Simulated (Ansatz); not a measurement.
The parent structure is CaO in the rock salt structure (space group Fm-3m, No. 225; a = 4.831 Å).

Method: PBE (Ansatz, a program for electronic structure, PAW, scalar-relativistic without spin-orbit coupling).

Base values:

| Item | Value |
|---|---|
| Valley order | X along ⟨100⟩ 3.66 eV; Γ 4.61 eV |
| Width of the top valence band | 1.16 eV |
| Volume per atom | 14.09 Å³ |

The change: cell and atoms relaxed at a pressure of 1.5 GPa.

Task: Predict the new valley order, width of the top valence band and volume per atom.

Result: The valley order (the lowest conduction-band minima on the path, energy above the VBM, named in the base's zone) changes from X along ⟨100⟩ 3.66 eV; Γ 4.61 eV to X along ⟨100⟩ 3.66 eV; Γ 4.72 eV; the width of the top valence band rises by 0.03 eV, from 1.16 eV to 1.19 eV; the volume per atom drops by 0.19 Å³ to 13.90 Å³.

The levels and masses belong to the bands next to the band gap. Load acts through the strain it causes; cell and atoms are relaxed under it. No phonon test of stability was made.
